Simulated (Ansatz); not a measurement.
**A computed series for HfSi2: response to strain**

Start from HfSi$_{2}$ (space group Cmcm, No. 63; a = 3.683 Å, b = 14.598 Å, c = 3.658 Å). Axes: x, y, z lie along a, b, c of the conventional cell.

Strains are applied to the cell and any free atomic positions relax; under biaxial strain the out-of-plane vector relaxes too; under stress the whole cell relaxes.

Level of theory: PBE/PAW in Ansatz (a first-principles code), without spin-orbit coupling.

Candidates:
(a) uniaxial strain ε_xx = +2.01 %
(b) uniaxial strain ε_xx = −5.13 %
(c) biaxial strain −4.98 %, plane normal [001], relaxed out of plane
(d) uniaxial stress, 8 GPa compression along z

Notes on the quantities. energy relative to the base: free energy F.

Order them by energy relative to the base, highest first.

(c) biaxial strain −4.98 %, plane normal [001], relaxed out of plane (+65 meV/atom), (b) uniaxial strain ε_xx = −5.13 % (+35 meV/atom), (d) uniaxial stress, 8 GPa compression along z (+14 meV/atom), (a) uniaxial strain ε_xx = +2.01 % (+4.7 meV/atom)

Without a gap, meshes like the base's 13×13×13 leave anisotropic stresses uncertain by several tenths of a GPa, and small strain energies with them. Stability under load was not tested beyond the relaxation. The final runs are not spin-polarised.
